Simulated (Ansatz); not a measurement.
## What tensor shear ε_xy = +0.57 % does to W

Base system: W in the bcc (W type) structure (space group Im-3m, No. 229; a = 3.1353 Å; relaxed with 0.1 eV smearing). Axes: x, y, z lie along the cube axes.

One thing is altered: tensor shear ε_xy = +0.57 % (engineering shear γ = 0.0114); the atoms relax in the strained cell.

Calculations: LDA (Ansatz, a program for electronic structure), no spin-orbit coupling. Settings: 29×29×29 k-points, 0.1 eV Fermi–Dirac smearing.

* **Volume per atom**: 15.41 Å³ (base 15.41 Å³)
* **Space group**: Fmmm (No. 69) (base Im-3m (No. 229))
* **Shortest interatomic distance**: 2.705 Å (base 2.715 Å)
* **Energy relative to the base (free energy F)**: +0.9 meV/atom
* **Pressure (mean of the normal stresses, compression positive)**: 0.0 GPa (base 0.0 GPa)
* **Band gap**: zero (base zero)
* **Stress (xx, yy, zz, yz, xz, xy; compression positive)**: (0.0, 0.0, 0.0, 0.0, 0.0, -1.7) GPa

Cost of the whole job for the changed cell (relaxation, final SCF and bands): roughly 50 core-seconds.

No phonon test of stability was made. All final runs are without spin polarisation.
